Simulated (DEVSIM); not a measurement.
Structure: Schottky contact on n-type Si, at 400 K.

| layer (left to right) | material | thickness (μm) | Nd (cm⁻³) | τn (s) | τp (s) |
|---|---|---|---|---|---|
| 1 | Si | 16.0 | 1.9e17 | 1.1e-7 | 1.1e-7 |
| 2 | Si | 8.90 | 2.2e18 | 1.1e-7 | 1.1e-7 |

Left contact: Schottky, work function 4.84 eV, emission velocity 1.6e6 cm/s. Right contact: ohmic. Voltage is applied to the left contact. Recombination: SRH at mid-gap, Auger. Mobility is μmin + (μ − μmin)/(1 + (N/Nref)^α).

This is a model device: material constants are rounded textbook-type values typed into the input, and sizes, dopings and lifetimes were drawn at random. Values at 300 K; Nc and Nv go as T^1.5, mobilities as T to minus their exponent, the gap by Varshni's rule with the affinity fixed.

```tsv
parameter	Si
gap (eV)	1.124
affinity (eV)	4.05
permittivity	11.7
Nc (cm⁻³)	2.86e19
Nv (cm⁻³)	3.1e19
μn (cm²/Vs)	1417
μp (cm²/Vs)	470
μn,min	52
μp,min	45
Nref,n	9.7e16
Nref,p	2.2e17
αn	0.68
αp	0.72
T exponent of μn	2.3
T exponent of μp	2.2
Cn (cm⁶/s)	2.8e-31
Cp (cm⁶/s)	9.9e-32
Varshni α (eV/K)	0.000473
Varshni β (K)	636
```

Simulated with DEVSIM: 1D drift-diffusion, Boltzmann statistics, complete ionisation; no tunnelling, impact ionisation, image-force lowering or self-heating. Metal contacts follow the ideal Schottky-Mott rule: no Fermi-level pinning, no interface dipoles.

The thickness of layer 1 was swept, all else fixed.

```json
[
 {"thickness of layer 1 (μm)": "3.2", "dark forward voltage at 100 A/cm² (V)": "0.396"},
 {"thickness of layer 1 (μm)": "5.6", "dark forward voltage at 100 A/cm² (V)": "0.399"},
 {"thickness of layer 1 (μm)": "9.6", "dark forward voltage at 100 A/cm² (V)": "0.403"},
 {"thickness of layer 1 (μm)": "16", "dark forward voltage at 100 A/cm² (V)": "0.411"},
 {"thickness of layer 1 (μm)": "27", "dark forward voltage at 100 A/cm² (V)": "0.423"},
 {"thickness of layer 1 (μm)": "48", "dark forward voltage at 100 A/cm² (V)": "0.444"},
 {"thickness of layer 1 (μm)": "80", "dark forward voltage at 100 A/cm² (V)": "0.478"}
]
```

From the first row to the last the dark forward voltage at 100 A/cm² goes from 0.396 to 0.478.
